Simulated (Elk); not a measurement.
**Worked example: self-consistent single point of LaZnGa (P6_3/mmc, 6 atoms in the cell) in Elk**

Method of the run: Elk 10.2.4 with PBEsol, all-electron FP-LAPW, Elk's shipped species files, default APW+lo basis.

Input as run:

```
tasks
  0

xctype
  22

rgkmax
  7.0

rmtscf
  0.96

stype
  0

swidth
  0.00367493

avec
    8.4887630532    0.0000000191    0.0000000000
   -4.2443815431    7.3514844412    0.0000000000
    0.0000000000    0.0000000000   15.2067773030

atoms
  3   : nspecies
  'La.in'   : spfname
  2   : natoms; atposl, bfcmt below
  0.0000000000  0.0000000000  0.5000000000    0.0 0.0 0.0
  0.0000000000  0.0000000000  0.0000000000    0.0 0.0 0.0
  'Zn.in'   : spfname
  2   : natoms; atposl, bfcmt below
  0.3333333333  0.6666666667  0.7500000000    0.0 0.0 0.0
  0.6666666667  0.3333333333  0.2500000000    0.0 0.0 0.0
  'Ga.in'   : spfname
  2   : natoms; atposl, bfcmt below
  0.3333333333  0.6666666667  0.2500000000    0.0 0.0 0.0
  0.6666666667  0.3333333333  0.7500000000    0.0 0.0 0.0

ngridk
  6 6 3
```

Output (repeated stretches shortened):

```
│ Elk code version 10.2.4 │

All units are atomic (Hartree, Bohr, etc.)

│ Ground-state run starting from atomic densities │

Lattice vectors :
   8.488763053      0.1910000000E-07   0.000000000
  -4.244381543       7.351484441       0.000000000
   0.000000000       0.000000000       15.20677730

Unit cell volume      :    948.9790835
Brillouin zone volume :   0.2613863865

Muffin-tin inner radius fraction :   0.1000000000E-01

Nuclei treated as point charges

Species :    1 (La)
 parameters loaded from : La.in
 name : lanthanum
 nuclear charge    :   -57.00000000
 electronic charge :    57.00000000
 atomic mass :    253209.2364
 muffin-tin radius :    2.688000000
 number of radial points in muffin-tin :    697
 atomic positions (lattice), magnetic fields (Cartesian) :
   1 :   0.00000000  0.00000000  0.00000000    0.00000000  0.00000000  0.00000000
   2 :   0.00000000  0.00000000  0.50000000    0.00000000  0.00000000  0.00000000

Species :    2 (Zn)
 parameters loaded from : Zn.in
 name : zinc
 nuclear charge    :   -30.00000000
 electronic charge :    30.00000000
 atomic mass :    119233.3129
 muffin-tin radius :    2.304000000
 number of radial points in muffin-tin :    497
 atomic positions (lattice), magnetic fields (Cartesian) :
   1 :   0.33333333 -0.33333333  0.25000000    0.00000000  0.00000000  0.00000000
   2 :  -0.33333333  0.33333333 -0.25000000    0.00000000  0.00000000  0.00000000

Species :    3 (Ga)
 parameters loaded from : Ga.in
 name : gallium
 nuclear charge    :   -31.00000000
 electronic charge :    31.00000000
 atomic mass :    127097.2538
 muffin-tin radius :    2.304000000
 number of radial points in muffin-tin :    497
 atomic positions (lattice), magnetic fields (Cartesian) :
   1 :   0.33333333 -0.33333333 -0.25000000    0.00000000  0.00000000  0.00000000
   2 :  -0.33333333  0.33333333  0.25000000    0.00000000  0.00000000  0.00000000

Total number of atoms per unit cell :    6

   [... lines left out ...]
Maximum (1/2)|G+k|²                   :    4.142275147
Maximum |G| for potential and density :    12.00000000
 potential will be trimmed for |G| > 2 gkmax
Constant for pseudocharge density :    8
Radial integration step length :    4

G-vector grid sizes :     35    35    60
Number of G-vectors :    27767

Maximum angular momentum used for
 APW functions                      :    8
 outer part of muffin-tin           :    6
 inner part of muffin-tin           :    1

Total nuclear charge    :   -236.0000000
Total core charge       :    152.0000000
Total valence charge    :    84.00000000
Total excess charge     :    0.000000000
Total electronic charge :    236.0000000

Effective Wigner radius, rₛ :   0.9864733172

Number of empty states         :   24
Total number of valence states :   66
Total number of core states    :  152

Total number of local-orbitals :   88

Exchange-correlation functional :     22     0     0
 PBEsol, Phys. Rev. Lett. 100, 136406 (2008)
 gradient requirement :    1
 generalised gradient approximation (GGA)

Smearing type :    0
 Gaussian
Smearing width :   0.3674930000E-02
Effective electronic temperature (K) :    1160.451112

Mixing type :    3
 Broyden mixing, J. Phys. A: Math. Gen. 17, L317 (1984)

Kohn-Sham potential initialised from atomic data
│ Self-consistent loop started │
│ Loop number : 1 │
 total energy                :     -24469.0741402
│ Loop number : 2 │
 total energy                :     -24469.4958788
RMS change in Kohn-Sham potential (target) :   0.1829301309     (  0.1000000000E-05)
Absolute change in total energy (target)   :   0.4217386917     (  0.1000000000E-03)
│ Loop number : 3 │
 total energy                :     -24469.5614027
RMS change in Kohn-Sham potential (target) :   0.1759655927     (  0.1000000000E-05)
Absolute change in total energy (target)   :   0.1709585777     (  0.1000000000E-03)
│ Loop number : 4 │
 total energy                :     -24468.4664828
RMS change in Kohn-Sham potential (target) :   0.1474815510     (  0.1000000000E-05)
Absolute change in total energy (target)   :    1.052180339     (  0.1000000000E-03)
│ Loop number : 5 │
 total energy                :     -24465.8220141
RMS change in Kohn-Sham potential (target) :   0.6606691119E-01 (  0.1000000000E-05)
Absolute change in total energy (target)   :    2.907513757     (  0.1000000000E-03)
   [... lines left out ...]
Absolute change in total energy (target)   :   0.4773619436E-02 (  0.1000000000E-03)
│ Loop number : 13 │
 total energy                :     -24463.8416810
RMS change in Kohn-Sham potential (target) :   0.3032737611E-05 (  0.1000000000E-05)
Absolute change in total energy (target)   :   0.1948738092E-02 (  0.1000000000E-03)
│ Loop number : 14 │
 total energy                :     -24463.8416275
RMS change in Kohn-Sham potential (target) :   0.9830134084E-06 (  0.1000000000E-05)
Absolute change in total energy (target)   :   0.5407196950E-03 (  0.1000000000E-03)
│ Loop number : 15 │
 total energy                :     -24463.8416026
RMS change in Kohn-Sham potential (target) :   0.1119064370E-06 (  0.1000000000E-05)
Absolute change in total energy (target)   :   0.1601241238E-03 (  0.1000000000E-03)
│ Loop number : 16 │
 total energy                :     -24463.8416066
RMS change in Kohn-Sham potential (target) :   0.3499908148E-07 (  0.1000000000E-05)
Absolute change in total energy (target)   :   0.3600073978E-04 (  0.1000000000E-03)
Convergence targets achieved

│ Loop number : 17 │

Energies :
 Fermi                       :     0.254212732722
 sum of eigenvalues          :     -14766.6052583
 electron kinetic            :      25794.9463170
 core electron kinetic       :      24990.5262565
 Coulomb                     :     -49568.0602462
 Coulomb potential           :     -39654.4042102
 nuclear-nuclear             :     -2176.41054550
 electron-nuclear            :     -55128.8951912
 Hartree                     :      7737.24549052
 Madelung                    :     -29740.8581411
 xc potential                :     -907.147365201
 exchange                    :     -677.018061901
 correlation                 :     -13.7096202075
 total energy                :     -24463.8416113

Density of states at Fermi energy :    77.94217958
 (states/Hartree/unit cell)

Estimated indirect band gap :   0.1136600104E-02
 from k-point      4 to k-point      2
Estimated direct band gap   :   0.8304160684E-02
 at k-point     10

Charges :
 core                        :    152.0000000
 valence                     :    84.00000000
 interstitial                :    10.95417500
 muffin-tins (core leakage)
  species :    1 (La)
   atom    1                 :    54.27582212     (  0.4013468426E-03)
   atom    2                 :    54.27582212     (  0.4013468426E-03)
  species :    2 (Zn)
   atom    1                 :    28.75182794     (  0.1460052538E-03)
   atom    2                 :    28.75182794     (  0.1460052538E-03)
  species :    3 (Ga)
   atom    1                 :    29.49526244     (  0.1258878036E-02)
   atom    2                 :    29.49526244     (  0.1258878036E-02)
 total in muffin-tins        :    225.0458250
 total calculated charge     :    235.9747574
 total charge                :    236.0000000
 error                       :   0.2524259166E-01

│ Self-consistent loop stopped │
```

The run converged in 17 iterations. The count includes the last loop, which Elk runs after its targets are met.

The starting cell comes from a database of computed structures (which also holds hypothetical and non-ambient phases and stackings), without a prior relaxation at this level. Values depend on the basis (sphere radii, cutoffs, local orbitals), which need not be converged. The log's line on a gap gives a spacing of levels on this mesh, which the program prints for metals too.
